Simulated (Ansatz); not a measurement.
What isotropic strain +0.60 % does to AlN

The parent structure is AlN in the wurtzite structure (space group P6_3mc, No. 186; a = 3.130 Å, c = 5.018 Å).

Modification: the cell is scaled by 1.0060 in all directions, atoms relaxed at fixed cell.

Level of theory: PBE/PAW in Ansatz (a first-principles code), without spin-orbit coupling. Settings: 12×12×7 k-points, 0.05 eV Fermi–Dirac smearing.

The volume per atom rises by 0.19 Å³ (10.65 Å³ → 10.84 Å³) and the shortest interatomic distance increases by 1.15 pm to 191.4 pm. The energy goes up by 2.0 meV/atom and the pressure (mean of the normal stresses, compression positive) goes from zero to -3.35 GPa. The band gap decreases by 0.15 eV to 3.88 eV and the gap character stays direct at Γ. The mean gap deformation potential ΔEg/Δln V is -8.6 eV and the width of the top valence band shrinks by 0.03 eV, from 2.34 eV to 2.31 eV. The valence-band top at Γ (three highest levels, from the VBM) stays 0.00, -0.20, -0.20 eV.

Final structure:

```xyz
4
Lattice="3.1490 0.0000 0.0000 -1.5745 2.7271 0.0000 0.0000 0.0000 5.0481" Properties=species:S:1:pos:R:3 pbc="T T T"
Al     0.0000     1.8181     0.0012
Al     1.5745     0.9090     2.5253
N      0.0000     1.8181     1.9271
N      1.5745     0.9090     4.4512
```

No phonon test of stability was made.
